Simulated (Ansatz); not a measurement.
The reference is MoS2 in the 3R-MoS2 type structure (space group R3m, No. 160; layered, stacked along the Cartesian z axis).

```xyz
3
Lattice="1.5766 0.9102 5.9971 -1.5766 0.9102 5.9971 0.0000 -1.8204 5.9971" Properties=species:S:1:pos:R:3 pbc="T T T"
Mo     0.0000     0.0000     0.0003
S      0.0000     0.0000    13.5573
S      0.0000     0.0000    10.4302
```

Cartesian axes are those of the cell as printed.

The values are results of Ansatz (an electronic-structure program), PBE-D3(BJ), PAW, cutoff 420 eV, no SOC, not measurements.

Modification: the cell is scaled by 0.9747 in all directions, atoms relaxed at fixed cell.

Task: Predict the stress tensor and what it implies for the stiffness.

Result: Stress of the strained cell less that of the base (GPa, compression positive):
```
   8.98    0.00    0.00
   0.00    8.98    0.00
   0.00    0.00    3.15
```

Then B = −ΔP/(ΔV/V₀) with ΔV/V₀ = -0.0740 gives secant stiffness values (nonlinear terms included at this strain): B (at held cell shape, above the free-shape value) ≈ 95 GPa.

As a check, the harmonic strain energy −½ V₀ Δσ:ε is 29 meV/atom; the computed energy rise is 26 meV/atom.

Stability against distortions was not tested.
